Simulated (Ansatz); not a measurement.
An Ansatz (a first-principles code) input (Ansatz r2SCAN, no spin-orbit coupling):

Ansatz 0.2 input:
```yaml
crystal:
  lattice:
    - [3.0115784154, 0, 0]
    - [-1.0038594718, 2.8393433594, 0]
    - [0, 0, 27.2947173967]
  atoms:
    - { symbol: Li, position: [0.25, 0.25, 0.2747784449] }
    - { symbol: Li, position: [0.75, 0.75, 0.3648670669] }
    - { symbol: Li, position: [1.25, 1.25, 0.454955689] }
    - { symbol: Li, position: [1.75, 1.75, 0.545044311] }
    - { symbol: Li, position: [2.25, 2.25, 0.6351329331] }
    - { symbol: Li, position: [2.75, 2.75, 0.7252215551] }
basis: { ecutwfc: 500, ecutrho_ratio: 4, xc_grid: 4, fft_grid_basis: typed }
kpoints: { mp_grid: { grid: [16, 16, 1] } }
hamiltonian:
  xc: r2scan
  dispersion: none
  pseudopotentials: { kind: paw }
scf: { occupations: { method: fermi_dirac, width: 0.05 }, convergence: { dr2_threshold: 0.0000000006 } }
relax: { f_tol: 0.01, max_steps: 50 }
output: { forces: true, stress: true }
checkpoint: { write: state.ck, write_every: 1000 }
```

Task: Which symmetry and how many k-points will the program report, and about how many plane waves at Γ?

Result: Space group Cmme (ITA 67) with 8 operations, k-points 73 of 256, and 5985 plane waves at Γ.

No phonon test of stability was made. The cell was made from Li in the bcc (W type) structure (space group Im-3m, No. 229) by this change: a free-standing slab of 6 layers (6 atoms, 1 a layer) is cut normal to [110], with 15 Å of vacuum and the in-plane cell held at bulk.
